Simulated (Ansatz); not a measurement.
Consider VO$_{2}$ in the rutile structure (space group P4_2/mnm, No. 136; ferromagnetic).

VO$_{2}$ has the tetragonal space group P4₂/mnm (No. 136), the rutile structure, Pearson symbol tP6. Conventional cell: a = 4.5836 Å, b = 4.5836 Å, c = 2.8386 Å, α = 90.00°, β = 90.00°, γ = 90.00°. V on 2a is surrounded by 6 O at 1.922–1.945 Å (octahedral). O on 4f has 3 V at 1.922–1.945 Å. (Neighbours: up to the widest gap in distance over summed covalent radii, below 1.35, at either atom; cation-cation and far metal-metal contacts left out.)

All numbers come from Kohn–Sham DFT with the PBE functional, run in Ansatz (an electronic-structure program) with PAW and 420 eV plane waves, no spin-orbit coupling.

One change was made to it. Results:

The magnetic state is still ferromagnetic; the volume per atom decreases by 0.56 Å³, from 9.94 Å³ to 9.38 Å³; the c/a ratio grows by 0.0023, from 0.619 to 0.622.

Q: Name the change that was made.
(A) pressure 15 GPa
(B) pressure 3 GPa
(C) pressure 30 GPa
(D) pressure 75 GPa
(E) pressure −1 GPa

A: A, pressure 15 GPa. For comparison, the volume per atom in the other runs: pressure 30 GPa gives 8.96 Å³; pressure 3 GPa gives 9.81 Å³; pressure −1 GPa gives 9.98 Å³; pressure 75 GPa gives 8.05 Å³.

The magnetic state is the one reached from the starting moments; the real material's order can differ, and small cells can't hold many antiferromagnetic ones. Load acts through the strain it causes; cell and atoms are relaxed under it. Stability against distortions was not tested. No other phases were tried under pressure. No Hubbard U is applied, and correlation can decide whether such a compound is a metal.
